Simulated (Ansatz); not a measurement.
**Li in the bcc (W type) structure (space group Im-3m, No. 229)**

```yaml
crystal:
  lattice:
    - [-1.73874, 1.73874, 1.73874]
    - [1.73874, -1.73874, 1.73874]
    - [1.73874, 1.73874, -1.73874]
  atoms:
    - { symbol: Li, position: [0.00000, 0.00000, 0.00000] }
```

Calculations: r2SCAN/PAW in Ansatz (an electronic-structure program), without spin-orbit coupling. Settings: 19×19×19 k-points, 0.05 eV Fermi–Dirac smearing.

```json
{
 "volume_per_atom": "21.03 Å³",
 "density": "0.55 g/cm³",
 "band_gap": "zero",
 "total_energy": "-205.133 eV/atom (σ→0; compares only within this code and set-up)"
}
```

No phonon test of stability was made.
